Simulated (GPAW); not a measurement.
**Pressure against volume in rutile-structure ZnF2 (space group 136) (GPAW, PBE)**

```
ZnF2
1.0
    4.61643     0.00000     0.00000
    0.00000     4.61643     0.00000
    0.00000     0.00000     3.07435
Zn F
2 4
Direct
  0.00000   0.00000   0.00000
  0.50000   0.50000   0.50000
  0.30300   0.30300   0.00000
  0.80300   0.19700   0.50000
  0.19700   0.80300   0.50000
  0.69700   0.69700   0.00000
```

Method: PBE, GPAW PAW datasets PBE (gpaw-data 1.0.1) (plane waves; GPAW). Settings: mode = pw; ecut = 1040 eV; xc = PBE; kpts = 7 7 10; mesh shift (steps) = 0 0 0; occupations.name = fermi-dirac; occupations.width = 0.01 eV; nbands = -4; convergence.density = 1e-05 e/electron; convergence.energy = 1e-05 eV/electron; convergence.bands = -2; symmetry.symmorphic = false; symmetry.tolerance = 0.0005; maxiter = 100. The cell above is the first row's. The rows scale it uniformly. In all rows fractional positions and the k mesh are held.

```
V (Å^3/atom)  P (GPa)
------------  -------
10.920          13.40
11.157           9.98
11.395           6.92
11.632           4.18
11.869           1.73
12.107          -0.47
12.344          -2.44
12.581          -4.21
12.819              ?
```

Using a cubic, estimate the missing P at V = 12.819 from the other rows, showing the fit.

With u = V - 11.8, the rows have u = -0.8800, -0.6430, -0.4050, -0.1680, 0.0690, 0.3070, 0.5440, 0.7810. Least squares gives P = 2.415 - 10.0891·u + 2.3656·u² - 0.3989·u³. Residuals (row less fit): 0.003, -0.006, 0.004, 0.001, 0.000, 0.001, -0.002, 0.002; standard error 0.004 (degrees of freedom: 4). The fitted pressure is zero at V0 = 12.05, where dP/dV = -8.965, so B0 = -V0·dP/dV = 108 GPa. At the withheld row, u = 1.0190, so P = 2.415 - 10.0891 × 1.0190 + 2.3656 × 1.0190² - 0.3989 × 1.0190³ = -5.832 GPa. The calculation gives -5.78 GPa, 0.052 GPa above the prediction (0.3 % of the range of P in the table). The row lies outside the fitted rows, so this is an extrapolation. From the scatter of the fitted rows alone, a prediction at this place has a standard error of 0.012 GPa, so the miss is 4.4 times that.

Carrying the step between the two nearest rows on in a straight line would have given -5.99, off by 0.21; series whose last step already gives the withheld value aren't shown. The scan was laid around a cell of about the measured size, scaled by a guess for this functional; axis ratios and inner coordinates come from that cell. The runs keep the symmetry of the cell, so they don't test it for distortions. The shape of the cell and the inner coordinates aren't relaxed, so V0 and B0 belong to this uniform scaling; a relaxed crystal lies no higher in energy and is usually softer (forces reach 0.12 eV/Å in these rows). Cutoffs and mesh are single choices, not tested for convergence of this quantity. Series with a scatter that would blur these digits, or in which a gap closes, are not shown.

Terms beyond the fitted order, or numerical noise in single rows, can give a miss of this size; the table doesn't tell which.
